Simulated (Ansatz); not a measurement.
Worked example: self-consistent single point of Ba4As2O (I4mm, 7 atoms in the cell) in Ansatz (a first-principles code).

Method: PBEsol, harder PAW files (source: ansatz) made with PBE (plane waves; Ansatz).

```
Ba4As2O
1.0
   -2.59327     2.59327     8.67609
    2.59327    -2.59327     8.67609
    2.59327     2.59327    -8.67609
Ba As O
4 2 1
Cartesian
  0.00000   0.00000  11.76948
  0.00000   0.00000   5.63269
  0.00000   2.59327   0.00000
  2.59327   0.00000   0.00000
  0.00000   0.00000  14.99888
  0.00000   0.00000   2.35330
  0.00000   0.00000   8.67609
```

Reference input (self-consistent single point, DFT, PBEsol, plane waves, default PAW files made with PBE): basis.ecutwfc = 420 eV; kpoints.mp_grid.grid = 3 3 3; hamiltonian.xc = pbesol; hamiltonian.pseudopotentials = {kind: paw} (the program's default PAW files); scf.occupations.method = fixed. This run's input differs from it in these lines:

Ansatz 0.2 input:
```diff
@@ -14,3 +14,3 @@
 basis:
-  ecutwfc: 420.0
+  ecutwfc: 930.0
 kpoints:
@@ -19,3 +19,3 @@
   xc: pbesol
-  pseudopotentials: { kind: paw }
+  pseudopotentials: { kind: paw, source: ansatz }
 scf:
```

Output (repeated stretches shortened):

```
SCF iter   1: F=—  HF=-33589.821784 eV  |F-HF|=—  |Δ(HF+E_count)|=         —  Δρ=8.49e-2  dr2=1.50e1  ethr=3.10e-3  ⟨swp⟩=5.2  Hψ=1064  notcnv=0  defer=24
all-band conjugate gradients solve this SCF's bands
   [... lines left out ...]
SCF iter   7: F=—  HF=-33586.959085 eV  |F-HF|=—  |Δ(HF+E_count)|=   2.26e-4  Δρ=1.59e-4  dr2=1.24e-4  ethr=1.07e-6  ⟨swp⟩=2.0  Hψ=502  notcnv=0  defer=36
SCF iter   8: F=—  HF=-33586.959080 eV  |F-HF|=—  |Δ(HF+E_count)|=   4.89e-6  Δρ=7.76e-5  dr2=1.69e-5  ethr=1.63e-7  ⟨swp⟩=2.2  Hψ=492  notcnv=0  defer=26
SCF iter   9: F=—  HF=-33586.958699 eV  |F-HF|=—  |Δ(HF+E_count)|=   3.81e-4  Δρ=1.64e-5  dr2=5.75e-7  ethr=2.23e-8  ⟨swp⟩=2.0  Hψ=322  notcnv=0  defer=21
SCF iter  10: F=-33586.958700 eV  HF=-33586.958700 eV  |F-HF|=7.52e-9  |Δ(HF+E_count)|=   3.12e-7  Δρ=4.71e-6  dr2=3.63e-8  ethr=1.32e-10  ⟨swp⟩=18.8  Hψ=1928  notcnv=0
SCF 1 converged in 10 iterations: F = -33586.958700 eV  dr2 = 3.63e-8
Free energy (F): -33586.958700 eV
Internal energy: -33586.958700 eV  (E = F + TS)
E sigma→0 (E₀):  -33586.958700 eV
Fermi energy:    7.799118 eV
--- Forces (eV/Å), atoms counted from 1 ---
  atom   1  Ba    -0.00000000     0.00000000    -0.18055586
  atom   2  Ba     0.00000000     0.00000000     0.02498951
  atom   3  Ba     0.00000000     0.00000000     0.06455886
  atom   4  Ba    -0.00000000     0.00000000     0.06455886
  atom   5  As    -0.00000000    -0.00000000     0.08579302
  atom   6  As     0.00000000    -0.00000000     0.00618248
  atom   7  O      0.00000000     0.00000000    -0.06553176
--- Stress (GPa, compression-positive) ---
       -1.973525       0.000000      -0.000000
        0.000000      -1.973525      -0.000000
       -0.000000       0.000000      -1.731580
  P = ⅓ Tr σ = -1.8929 GPa (-18.929 kbar)
  The stress holds the Pulay correction. Without it, at fixed plane waves, as pw.x and ABINIT print it: P = -1.8934 GPa
```

The run converged in 10 iterations. Against the reference run the pressure stays at -1.89 GPa, the largest force hardly changes (0.180 to 0.181 eV/Å) and the gap on the mesh hardly changes (0.727 to 0.729 eV). The full log also holds: “WARN: iter 1: σ=0 fill of 38 bands saw a band overlap (occupied 8.4926 eV > unoccupied 8.4584 eV) — on an unconverged iterate often a transient of an (band_overlap_at_count)”.

The starting cell comes from a database of computed structures (which also holds hypothetical and non-ambient phases and stackings), without a prior relaxation at this level. Its lattice was rescaled by up to half a per cent. One atom was moved a little off its site on purpose. Ansatz's pressure includes its estimate of the finite-basis (Pulay) stress.
